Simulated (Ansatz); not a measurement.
A self-consistent single point of Sr (P-3m1, 2 atoms in the cell) with Ansatz (a program for electronic structure).

Method of the run: LDA (PW92), default PAW files made with PBE (plane waves; Ansatz).

The change in words: lattice scaled by 0.98; basis.ecutwfc: 420 eV → 1010 eV. Reference geometry:
```
CELL_PARAMETERS angstrom
      4.28830     0.00000     0.00000
     -2.14415     3.71377     0.00000
      0.00000     0.00000     7.02343
ATOMIC_POSITIONS crystal
  Sr 0.33333 0.66667 0.25712
  Sr 0.66667 0.33333 0.75000
```

Reference input (self-consistent single point, DFT, LDA (PW92), plane waves, default PAW files made with PBE): basis.ecutwfc = 420 eV; kpoints.mp_grid.grid = 9 9 5; hamiltonian.xc = lda; hamiltonian.pseudopotentials = {kind: paw} (the program's default PAW files); scf.occupations.method = gaussian; scf.occupations.width = 0.1 eV. This run's input differs from it in these lines:

Ansatz 0.2 input:
```diff
@@ -2,5 +2,5 @@
   lattice:
-    - [4.288296, 0.000000, 0.000000]
-    - [-2.144148, 3.713773, 0.000000]
-    - [0.000000, 0.000000, 7.023426]
+    - [4.202530, 0.000000, 0.000000]
+    - [-2.101265, 3.639498, 0.000000]
+    - [0.000000, 0.000000, 6.882957]
   atoms:
@@ -9,3 +9,3 @@
 basis:
-  ecutwfc: 420.0
+  ecutwfc: 1010.0
 kpoints:
```

Output (repeated stretches shortened):

```
SCF iter   1: F=—  HF=-6888.600194 eV  |F-HF|=—  |Δ(HF+E_count)|=         —  Δρ=3.64e-3  dr2=8.10e-3  ethr=1.77e-3  ⟨swp⟩=8.4  Hψ=5265  notcnv=0
all-band conjugate gradients solve this SCF's bands
preconditioner: auto → Kerker (q_TF=auto, 2.069 Å⁻¹)
SCF iter   2: F=—  HF=-6888.599524 eV  |F-HF|=—  |Δ(HF+E_count)|=   6.70e-4  Δρ=1.90e-3  dr2=3.40e-3  ethr=4.05e-5  ⟨swp⟩=2.3  Hψ=1472  notcnv=0
SCF iter   3: F=—  HF=-6888.599318 eV  |F-HF|=—  |Δ(HF+E_count)|=   2.06e-4  Δρ=3.22e-4  dr2=2.11e-4  ethr=1.70e-5  ⟨swp⟩=1.0  Hψ=717  notcnv=0
SCF iter   4: F=—  HF=-6888.599293 eV  |F-HF|=—  |Δ(HF+E_count)|=   2.49e-5  Δρ=1.03e-4  dr2=8.25e-6  ethr=1.05e-6  ⟨swp⟩=1.5  Hψ=798  notcnv=0
SCF iter   5: F=—  HF=-6888.599286 eV  |F-HF|=—  |Δ(HF+E_count)|=   7.19e-6  Δρ=4.24e-5  dr2=1.20e-6  ethr=4.12e-8  ⟨swp⟩=2.1  Hψ=900  notcnv=0
SCF iter   6: F=-6888.599286 eV  HF=-6888.599286 eV  |F-HF|=2.30e-10  |Δ(HF+E_count)|=   1.29e-7  Δρ=3.75e-6  dr2=1.84e-8  ethr=5.00e-10  ⟨swp⟩=6.1  Hψ=4355  notcnv=0
SCF 1 converged in 6 iterations: F = -6888.599286 eV  dr2 = 1.84e-8
Free energy (F): -6888.599286 eV
Internal energy: -6888.585252 eV  (E = F + TS)
E sigma→0 (E₀):  -6888.592269 eV
Entropy (-TS):   -0.014034 eV (-7.017 meV/atom)
Fermi energy:    5.188136 eV
--- Forces (eV/Å), atoms counted from 1 ---
  atom   1  Sr     0.00000000     0.00000000    -0.06160333
  atom   2  Sr     0.00000000    -0.00000000     0.06160333
--- Stress (GPa, compression-positive) ---
       -0.838447      -0.000000      -0.000000
       -0.000000      -0.838447      -0.000000
       -0.000000      -0.000000      -0.910940
  P = ⅓ Tr σ = -0.8626 GPa (-8.626 kbar)
  The stress holds the Pulay correction. Without it, at fixed plane waves, as pw.x and ABINIT print it: P = -0.8628 GPa
```

The run converged in 6 iterations. Against the reference run the free energy goes down by 23.8 meV/atom, the pressure goes from -1.42 to -0.86 GPa and the largest force goes from 0.051 to 0.062 eV/Å.

The starting cell comes from a database of computed structures (which also holds hypothetical and non-ambient phases and stackings), without a prior relaxation at this level. Its lattice was rescaled by up to half a per cent. One atom was moved a little off its site on purpose. For this run, on top of that: lattice scaled by 0.98. Ansatz's pressure includes its estimate of the finite-basis (Pulay) stress.
